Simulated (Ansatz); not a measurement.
# Several settings converged on a (110) slab of Bi (cut from a parent of space group no. 229; 4 atoms in the cell)

```yaml
crystal:
  lattice:
    - [3.44223, 0.00000, 0.00000]
    - [-4.58964, 3.24537, 0.00000]
    - [0.00000, 0.00000, 22.43172]
  atoms:
    - { symbol: Bi, position: [0.00000, 0.25000, 0.31206] }
    - { symbol: Bi, position: [0.00000, 0.75000, 0.43735] }
    - { symbol: Bi, position: [0.00000, 0.25000, 0.56264] }
    - { symbol: Bi, position: [0.00000, 0.75000, 0.68794] }
```

Base method: PBEsol, default PAW files made with PBE (plane waves; Ansatz, a quantum-chemistry and plane-wave program).

Base settings: basis.ecutwfc = 420 eV; kpoints.mp_grid.grid = 9 9 1; hamiltonian.xc = pbesol; hamiltonian.pseudopotentials = {kind: paw} (the program's default PAW files); scf.occupations.method = gaussian; scf.occupations.width = 0.1 eV.

The count of work is k-points × plane waves × bands × iterations; it is no time. 

**The vacuum**

The mesh stays at the base's, so the ladder's end is converged at best in this setting alone.

Only quantities that move along the ladder and can be compared are tabulated.

```csv
vacuum between outermost atoms (Å),free energy less the last step's (meV/atom),largest difference of a force vector from the last step's (eV/Å),count of work / last
3.0,-207.51,0.574,0.30
4.0,-64.05,0.350,0.32
5.0,-13.40,0.086,0.30
6.0,-3.06,0.033,0.32
7.0,-0.83,0.016,0.40
8.0,-0.32,0.007,0.43
10.0,-0.05,0.001,0.48
12.0,-0.01,0.000,0.53
14.0,0.00,0.000,0.58
17.0,0.00,0.000,0.66
20.0,0.00,0.000,0.74
25.0,0.00,0.000,0.87
30.0,0.00,0.000,1.0
```

Smallest vacuum between outermost atoms (Å) that holds the forces within 0.005 eV/Å of the last step, with all finer ones: 10.0; the step before is off by 0.007 eV/Å.

Smallest vacuum between outermost atoms (Å) that holds the free energy within 5 meV/atom of the last step, with all finer ones: 6.0, at 0.32 of the last step's count of work; the step before is off by 13 meV/atom.

**The depth of the slab**

On a (110) slab of Bi (cut from a parent of space group no. 229; 1 atoms in the cell), and deeper slabs.

Surface energy = (E_slab − N e_bulk)/2A, with e_bulk from the bulk crystal on its finest mesh (364 k-points); errors per atom of slab and bulk, whose meshes differ, grow with N.

The mesh stays at the base's, so the ladder's end is converged at best in this setting alone.

Only quantities that move along the ladder and can be compared are tabulated.

| atoms | unrelaxed surface energy (J/m²) | count of work / last |
|---|---|---|
| 1 | 0.638 | 0.047 |
| 2 | 0.451 | 0.11 |
| 3 | 0.459 | 0.18 |
| 4 | 0.455 | 0.27 |
| 5 | 0.427 | 0.32 |
| 6 | 0.460 | 0.50 |
| 7 | 0.432 | 0.55 |
| 8 | 0.440 | 0.80 |
| 10 | 0.407 | 1.0 |

Smallest size that holds the unrelaxed surface energy within 0.1 J/m² of the last step, with all finer ones: 2, at 0.11 of the last step's count of work; the step before is off by 0.23 J/m².

On the base run: the starting cell comes from a database of computed structures (which also holds hypothetical and non-ambient phases and stackings), without a prior relaxation at this level. The slab is cut from that crystal, and its faces are unrelaxed. Its lattice was rescaled by up to half a per cent.

Keys are those of Ansatz 0.2.
